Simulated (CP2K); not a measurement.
## Convergence series on Tl (Im-3m, 1 atom in the cell)

```xyz
1
Lattice="3.3619 0.0000 0.0000 -1.1206 3.1696 0.0000 -1.1206 -1.5848 2.7450" Properties=species:S:1:pos:R:3 pbc="T T T"
Tl     0.0000     0.0000     0.0000
```

Computed with LDA (Pade form), GPW, DZVP-MOLOPT-SR-GTH basis, GTH-PADE potentials (GTH_POTENTIALS) (CP2K).

The starting cell comes from a database of published, mostly measured structures (it also holds non-ambient and calculated ones), without a prior relaxation at this level. Values carry the incompleteness of an atom-centred basis.

Held fixed: CUTOFF = 500 Ry; REL_CUTOFF = 40 Ry; SMEAR/METHOD = METHFESSEL_PAXTON; SIGMA = 0.136 eV; KPOINTS/SCHEME = MONKHORST-PACK 10 10 10; GAMMA_CENTERED = T; XC_FUNCTIONAL = PADE; Tl/BASIS_SET = DZVP-MOLOPT-SR-GTH-q13; Tl/POTENTIAL = GTH-PADE-q13; METHOD = GPW; EPS_DEFAULT = 1e-10; NGRIDS = 5; SCF_GUESS = ATOMIC; MAX_SCF = 100; ADDED_MOS = 4; MIXING/METHOD = BROYDEN_MIXING; MIXING/ALPHA = 0.2; MIXING/NBUFFER = 8; MIXING/BETA = 1 1/bohr.

ΔF is the free energy per atom less that of the last row (1e-12).

The series runs over EPS_SCF = 0.1; 0.01; 0.001; 0.0001; 1e-05; 1e-06; 1e-08; 1e-10; 1e-12.

Problem. From which setting on does the energy stay within 0.5 meV/atom of the last one?

Solution. From EPS_SCF = 0.01 on; the one before it is off by 18 meV/atom.

Problem. From which setting on does the pressure stay within 0.2 GPa of the last one?

Solution. From EPS_SCF = 0.01 on; the one before it is off by 0.40 GPa. The value it settles on is -1.9 GPa at this level of theory and with the other settings as held.

```json
[
 {"EPS_SCF": "0.1", "ΔF (meV/atom)": "17.9", "pressure (GPa)": "-2.26", "iterations": "2"},
 {"EPS_SCF": "0.01", "ΔF (meV/atom)": "0.01", "pressure (GPa)": "-1.87", "iterations": "4"},
 {"EPS_SCF": "0.001", "ΔF (meV/atom)": "0.00", "pressure (GPa)": "-1.87", "iterations": "6"},
 {"EPS_SCF": "0.0001", "ΔF (meV/atom)": "0.00", "pressure (GPa)": "-1.87", "iterations": "6"},
 {"EPS_SCF": "1e-05", "ΔF (meV/atom)": "0.00", "pressure (GPa)": "-1.87", "iterations": "8"},
 {"EPS_SCF": "1e-06", "ΔF (meV/atom)": "0.00", "pressure (GPa)": "-1.87", "iterations": "10"},
 {"EPS_SCF": "1e-08", "ΔF (meV/atom)": "0.00", "pressure (GPa)": "-1.87", "iterations": "12"},
 {"EPS_SCF": "1e-10", "ΔF (meV/atom)": "0.00", "pressure (GPa)": "-1.87", "iterations": "15"},
 {"EPS_SCF": "1e-12", "ΔF (meV/atom)": "0.00", "pressure (GPa)": "-1.87", "iterations": "20"}
]
```
